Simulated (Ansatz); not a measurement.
**Hypothetical I4/mmm MgB2: response to strain**

Take MgB$_{2}$ (space group I4/mmm, No. 139; a hypothetical phase, not in the database extracts checked; relaxed with 0.1 eV smearing) as the base.

```yaml
crystal:
  lattice:
    - [-1.34135, 1.34135, 4.19753]
    - [1.34135, -1.34135, 4.19753]
    - [1.34135, 1.34135, -4.19753]
  atoms:
    - { symbol: Mg, position: [0.00000, 0.00000, 0.00000] }
    - { symbol: B, position: [0.28276, 0.28276, 0.00000] }
    - { symbol: B, position: [0.71724, 0.71724, 0.00000] }
```

Cartesian axes are those of the cell as printed.

Strains are applied to the cell and any free atomic positions relax; under biaxial strain the out-of-plane vector relaxes too; under stress the whole cell relaxes.

All numbers come from plane-wave PAW DFT at the PBE level (Ansatz, a quantum-chemistry and plane-wave program, 420 eV), no SOC.

Notes on the quantities. pressure: mean of the normal stresses, compression positive; energy relative to the base: free energy F.

```tsv
change	shortest interatomic distance	pressure	energy relative to the base	space group
base	1.975 Å	0.0 GPa	0 meV/atom	I4/mmm (No. 139)
biaxial strain +0.17 %, plane normal [001], relaxed out of plane	1.978 Å	-0.3 GPa	0.0 meV/atom	I4/mmm (No. 139)
isotropic strain +0.22 %	1.978 Å	-0.7 GPa	+0.1 meV/atom	I4/mmm (No. 139)
uniaxial strain ε_yy = −2.86 %	1.953 Å	3.3 GPa	+2.3 meV/atom	Immm (No. 71)
uniaxial strain ε_zz = +3.72 %	1.973 Å	-3.5 GPa	+9.2 meV/atom	I4/mmm (No. 139)
uniaxial stress, 5 GPa tension along z	1.968 Å	–	+4.1 meV/atom	I4/mmm (No. 139)
tensor shear ε_xy = +1.70 %	1.943 Å	0.1 GPa	-6.2 meV/atom	Fmmm (No. 69)
```

Beyond what the load breaks, stability against distortions was not tested. All final runs are without spin polarisation. Under tensor shear ε_xy = +1.70 % the cell ends below the base's energy or with stress of the wrong sign: the atoms slid into a distortion or the cell is elastically unstable, so the base is not a stable minimum at this level.
